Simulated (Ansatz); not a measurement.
**Effect of pressure 0.9 GPa on Lu**

Start from Lu in the hcp (Mg type) structure (space group P6_3/mmc, No. 194; a = 3.445 Å, c = 5.349 Å).

One thing is altered: cell and atoms relaxed at a pressure of 0.9 GPa.

All numbers come from plane-wave PAW DFT at the PBEsol level (Ansatz, a first-principles code, 420 eV), no spin-orbit coupling. k-mesh 16×16×9 (Γ-centred); smearing 0.05 eV (Fermi–Dirac).

The density increases by 0.18 g/cm³, from 10.57 g/cm³ to 10.75 g/cm³ and the lattice parameter a falls by 0.0366 bohr to 6.474 bohr. The c/a ratio stays essentially unchanged (1.553 against 1.552) and the shortest interatomic distance decreases by 0.0365 bohr to 6.262 bohr. The band gap is still zero.

Cost of the whole job for the changed cell (relaxation, final SCF and bands): about 50 core-seconds (a rough figure).

Load acts through the strain it causes; cell and atoms are relaxed under it. Stability against distortions was not tested.
